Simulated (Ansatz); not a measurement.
Levels about the gap of amorphous Si24O49Zn (74 atoms in a cell of 1113 Å³, 2.27 g/cm³; zone centre alone, so wide bands show as single levels with stretches between that a denser mesh fills), at the geometry that PBE relaxed, where it gives 1.2 GPa on a denser mesh. The participation number counts the atoms over which a state spreads; weights are charges in smoothed Voronoi cells. The levels come from a single point, so bond lengths are those of that geometry. Method of the levels: PBE, scalar-relativistic without spin-orbit coupling (Ansatz, an electronic-structure program). Sampling: the zone centre alone; Fermi-Dirac width 0.02 eV; no spin polarisation. At PBE the levels at the filled edge of the gap are localised (band-tail or defect states), and the nearest spread-out levels lie 5.2 eV apart at the zone centre.

It comes from a melt-quench run on a machine-learned potential (CHGNet), relaxed afterwards by DFT. O atoms were pushed apart under 1.9 Å during the dynamics, to hinder bonds among them. The hot cell started wider than the set density and was brought back towards it in steps. It is the lowest in DFT energy of 2 quenches. It is a model cell: composition and starting density were chosen by hand, and all elements were melted together. No dispersion term was used. Its density started from a set value of 2.27 and ended at 2.27 g/cm³. The simulated quench (nominally 400 K/ps over its main leg) is rapid and tends to freeze in more defects than a deposited or slowly cooled glass has. A cell of this size samples the disorder only roughly. The volume was held where the preparation left it, at a PBE pressure of 1.2 GPa. Stress components on the final sampling reach 2.3 GPa.

```json
[
 {"E - E(highest filled), eV": "-0.45", "filling": "filled", "participation number": "20.7", "largest on": "O, 2 neighbours", "weight O": "0.96", "weight Si": "0.04", "weight Zn": "0.00"},
 {"E - E(highest filled), eV": "-0.43", "filling": "filled", "participation number": "14.2", "largest on": "O, 2 neighbours", "weight O": "0.94", "weight Si": "0.04", "weight Zn": "0.02"},
 {"E - E(highest filled), eV": "-0.38", "filling": "filled", "participation number": "24.5", "largest on": "O, 2 neighbours", "weight O": "0.96", "weight Si": "0.04", "weight Zn": "0.00"},
 {"E - E(highest filled), eV": "-0.31", "filling": "filled", "participation number": "6.1", "largest on": "O, 2 neighbours", "weight O": "0.96", "weight Si": "0.04", "weight Zn": "0.00"},
 {"E - E(highest filled), eV": "-0.22", "filling": "filled", "participation number": "12.0", "largest on": "O, 2 neighbours", "weight O": "0.96", "weight Si": "0.03", "weight Zn": "0.01"},
 {"E - E(highest filled), eV": "-0.08", "filling": "filled", "participation number": "3.8", "largest on": "O, 2 neighbours", "weight O": "0.89", "weight Si": "0.03", "weight Zn": "0.07"},
 {"E - E(highest filled), eV": "0.00", "filling": "filled", "participation number": "4.6", "largest on": "O, 2 neighbours", "weight O": "0.89", "weight Si": "0.03", "weight Zn": "0.08"},
 {"E - E(highest filled), eV": "4.80", "filling": "empty", "participation number": "17.0", "largest on": "Zn, 2 neighbours", "weight O": "0.62", "weight Si": "0.17", "weight Zn": "0.21"},
 {"E - E(highest filled), eV": "5.76", "filling": "empty", "participation number": "13.0", "largest on": "Zn, 2 neighbours", "weight O": "0.57", "weight Si": "0.18", "weight Zn": "0.25"},
 {"E - E(highest filled), eV": "6.74", "filling": "empty", "participation number": "34.1", "largest on": "Si, 4 neighbours", "weight O": "0.62", "weight Si": "0.32", "weight Zn": "0.06"},
 {"E - E(highest filled), eV": "6.81", "filling": "empty", "participation number": "31.0", "largest on": "Zn, 2 neighbours", "weight O": "0.65", "weight Si": "0.23", "weight Zn": "0.12"},
 {"E - E(highest filled), eV": "6.86", "filling": "empty", "participation number": "44.0", "largest on": "Si, 4 neighbours", "weight O": "0.67", "weight Si": "0.30", "weight Zn": "0.03"}
]
```

Most localised among these is the filled level at -0.08 eV, on a O atom, which has 2 neighbours (Si 1.61 Å, Zn 1.76 Å).
